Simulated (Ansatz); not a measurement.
The parent structure is ZnCu2SnS4 (space group I-4, No. 82; a = 5.374 Å, c = 10.755 Å).

The values are results of PBEsol (Ansatz, an electronic-structure program, PAW, spin-orbit coupling left out), not measurements.

Base values:

| Item | Value |
|---|---|
| Pressure | -0.01 GPa |

One thing is altered: every lattice vector is shortened by 1.50 %, atoms relaxed at fixed cell.

What does the calculation give for the energy relative to the base after the change?

The energy rises by 10 meV/atom.

What happens to the pressure?

The pressure (mean of the normal stresses, compression positive) rises by 4.042 GPa to 4.04 GPa.

The cells carry an imposed strain or load. No phonon test of stability was made. All final runs are without spin polarisation.
